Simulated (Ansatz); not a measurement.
## Report: rocksalt YN (Fm-3m), uniaxial stress along [110]

Cell and atoms are relaxed with r2SCAN to each stress (compression positive); bands and masses by r2SCAN with spin-orbit coupling, rigid bands (plane waves, PAW; Ansatz, a quantum-chemistry and plane-wave program). Strains are changes of length against the unloaded cell.

```
YN
1.0
    0.00000     2.44787     2.44787
    2.44787     0.00000     2.44787
    2.44787     2.44787     0.00000
Y N
1 1
Direct
  0.00000   0.00000   0.00000
  0.50000   0.50000   0.50000
```

```
stress (GPa)  strain [110] (%)  strain [1−10] (%)  strain [00−1] (%)  gap (eV)  mean mₑ*
------------  ----------------  -----------------  -----------------  --------  --------
-2.00                     0.65              -0.11              -0.14     0.552      0.23
-1.00                     0.32              -0.06              -0.07     0.559      0.23
0                            0                  0                  0     0.564      0.23
1.00                     -0.32               0.06               0.06     0.553      0.23
2.00                     -0.64               0.12               0.13     0.539      0.23
```

[110] is the direction of the load. Masses are conductivity masses at 300 K in electron masses, harmonic means over x, y and z.

**Question.** From the two loads next to zero, find the Young modulus and the ratio of transverse to axial strain, taking [1−10].

**Answer.** Between -1.00 and 1.00 GPa the strain along [110] changes by -0.64 % and that along [1−10] by 0.12 %. The modulus is 2.00/0.0064 = 310 GPa and the ratio of the strains 0.19 (r2SCAN, atoms relaxed).

**Question.** How fast does the gap move on either side of zero load?

**Answer.** Under tension, (0.552 − 0.564) eV over -2.00 GPa = 6 meV/GPa, or about -1.8 eV per unit strain; under compression, (0.539 − 0.564) eV over 2.00 GPa = -12 meV/GPa, or about 3.9 eV per unit strain. The two slopes part by 18 meV/GPa; gaps are resolved to about 0.01 eV, which allows 10 meV/GPa, so they differ, even in sign: the gap has a turning point near zero load.

Masses are those of dilute carriers in rigid bands with one relaxation time, without polarons. Third decimals of gaps are kept for the arithmetic. Every relaxation keeps the rocksalt phase (space group Immm under this load), so a transition, a distortion that breaks the symmetry or fracture can't show.
